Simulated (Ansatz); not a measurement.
# What biaxial strain −2.00 %, plane normal [001], relaxed out of plane does to Os

The reference is Os in the hcp (Mg type) structure (space group P6_3/mmc, No. 194; a = 2.7290 Å, c = 4.3091 Å; relaxed with 0.1 eV smearing). Axes: x lies along a and z along c of the hexagonal cell.

One thing is altered: compressive biaxial strain of 2.00 % in the plane normal to [001], as in epitaxy on a mismatched substrate; the out-of-plane cell vector and the atoms relax.

The values are results of plane-wave PAW DFT at the PBEsol level (Ansatz, an electronic-structure program, 420 eV), scalar-relativistic without spin-orbit coupling, not measurements. Γ-centred 24×24×14 mesh, Fermi–Dirac width 0.1 eV.

| quantity | base | changed | shift |
|---|---|---|---|
| volume per atom | 13.90 Å³ | 13.49 Å³ | -0.405 Å³ |
| space group | P6_3/mmc (No. 194) | P6_3/mmc (No. 194) | – |
| shortest interatomic distance | 2.669 Å | 2.670 Å | +0.001 Å |
| pressure (mean of the normal stresses, compression positive) | 0.0 GPa | 13.5 GPa | +13.5 GPa |
| band gap | zero | zero | – |
| out-of-plane strain | – | +1.09 % | – |
| mean in-plane stress (compression positive) | – | +20.3 GPa | – |

Final structure (turned so that z lies along the plane normal):

```
CELL_PARAMETERS angstrom
      2.67444     0.00000     0.00000
      1.33722     2.31614     0.00000
      0.00000     0.00000     4.35598
ATOMIC_POSITIONS crystal
  Os 0.66667 0.66667 0.75000
  Os 0.33333 0.33333 0.25000
```

Stability against distortions was not tested. All final runs are without spin polarisation.
